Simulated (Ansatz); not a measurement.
Cell and atoms of amorphous Si₂₇N₄₀B₄:

```xyz
71
Lattice="8.9216 0.1931 0.1621 0.1931 9.3582 0.1104 0.1621 0.1104 9.4838" Properties=species:S:1:pos:R:3 pbc="T T T"
Si     4.6411     9.4397     5.0582
Si     4.2293     3.5120     0.9540
Si     0.3299     0.5056     2.2234
Si     5.2709     3.3226     8.2420
Si     5.1708     7.9575     2.5331
Si     3.1204     7.8449     7.0272
Si     1.6639     1.9747     4.5991
Si     2.1044     4.2268     8.3620
Si     5.7577     6.2184     7.1413
Si     0.9647     7.1781     8.7822
Si     8.4953     3.0885     2.4535
Si     6.6022     4.4065     4.6882
Si     5.1958     0.8628     0.5160
Si     4.8460     6.3009     4.9631
Si     3.2588     1.0658     2.5320
Si     8.0331     1.0882     9.1988
Si     6.5055     1.8354     6.2780
Si     6.4976     5.2398     1.8167
Si     8.7856     2.8369     6.8377
Si     7.6441     5.6533     8.3970
Si     9.1425     7.1078     5.8808
Si     0.5364     9.1585     6.5639
Si     0.3712     5.2986     0.9388
Si     8.2781     7.3879     2.8324
Si     3.0718     8.5841     0.5242
Si     1.3278     5.0019     3.5330
Si     3.5067     3.9695     3.5896
N      4.1415     6.4916     6.5921
N      3.6538     3.7361     8.8275
N      6.8676     9.4129     9.5735
N      6.2095     4.7231     7.8932
N      0.6909     4.1969     2.1512
N      8.2074     8.6132     5.7799
N      5.0161     2.0293     7.1295
N      4.1278     9.2214     6.7057
N      4.8464     4.5646     4.4684
N      5.5432     2.5493     0.3450
N      0.8939     1.3758     6.0214
N      1.9799     0.1595     1.6698
N      6.6051     6.8808     2.4821
N      2.0415     3.7075     4.5474
N      3.9603     7.3712     1.4350
N      4.0019     0.5563     9.0328
N      7.6663     1.8576     7.6960
N      3.1232     1.0422     4.2452
N      4.6763     7.8733     4.2087
N      2.8897     5.4899     2.9073
N      8.4535     1.7478     1.1708
N      8.9959     6.3899     7.5014
N      6.4941     6.0114     5.5232
N      0.2839     7.0156     1.2064
N      6.1536     0.7064     4.9667
N      8.2171     9.0296     3.3044
N      4.8236     5.0352     1.4565
N      0.8487     3.5700     7.6058
N      0.4783     1.8092     3.3305
N      4.8020     0.3308     2.1097
N      0.2105     6.2117     4.0818
N      2.4911     7.9930     8.6344
N      8.8619     8.8846     8.4772
N      7.0768     4.0451     3.0070
N      7.7038     5.0417     0.5382
N      7.4194     3.2221     5.6773
N      6.6399     7.1871     8.2712
N      1.7387     5.5825     9.2692
N      1.6732     7.8982     6.1009
N      3.4886     2.7789     2.2871
B      7.5755     9.2606     4.6684
B      7.3052     8.3992     8.6717
B      4.2564     0.8189     7.6061
B      3.7501     5.9935     1.8536
```

Level of theory: PBE, scalar-relativistic without spin-orbit coupling (plane waves to 420 eV, PAW; Ansatz, a first-principles code).

Preparation: random packing, a CHGNet melt and quench, and a DFT relaxation. N atoms were pushed apart under 1.9 Å during the dynamics, to hinder bonds among them. The hot cell started wider than the set density and was brought back towards it in steps. It is the lowest in DFT energy of 2 quenches. It is a model cell: composition and starting density were chosen by hand, and all elements were melted together. No dispersion term was used. Its density started from a set value of 2.89 and ended at 2.86 g/cm³. The quench (nominally 300 K/ps over its main leg) was far faster than any real one, so the model tends to hold more defects than a real film. Values belong to this one cell and scatter from quench to quench. Volume and shape were free in the relaxation.

Bonds are counted up to Si-Si 2.60 Å, Si-N 2.12 Å, Si-B 2.28 Å, N-N 1.70 Å, N-B 1.86 Å, B-B 1.97 Å. Two cations that share two anions don't count as bonded, nor two that share one unless they lie closer than Si-Si 2.38 Å, Si-B 2.09 Å, B-B 1.80 Å.

Problem. Give the coordination numbers, mean bond lengths and angles.

Solution. 
```
Property                                                          Result
---------------------------------  -------------------------------------
Mean coordination of Si by anions   4.00 (1 with 3, 25 with 4, 1 with 5)
Mean coordination of N              3.00 (1 with 2, 38 with 3, 1 with 4)
Mean coordination of B by anions                         3.00 (4 with 3)
Mean Si-N bond                     1.762 Å (spread 0.056 Å, 108 counted)
Mean N-B bond                       1.483 Å (spread 0.059 Å, 12 counted)
Bond angle at Si                               mean 109.1°, spread 12.9°
Bond angle at N                                mean 116.4°, spread 18.1°
Bond angle at B                                 mean 119.7°, spread 9.2°
```

Problem. Which atoms depart from the most common coordination of their element?

Solution. Si8 has 3 (N55 1.61 Å, N65 1.67 Å, N29 1.69 Å); Si10 has 5 (N59 1.74 Å, N65 1.84 Å, N60 1.89 Å, N49 1.96 Å, N51 1.98 Å); N55 has 2 (Si8 1.61 Å, Si19 1.64 Å); N60 has 4 (B69 1.64 Å, Si16 1.88 Å, Si10 1.89 Å, Si22 1.91 Å).

Problem. List the pairs of like atoms that count as bonded by the rules above.

Solution. There are none by these rules.
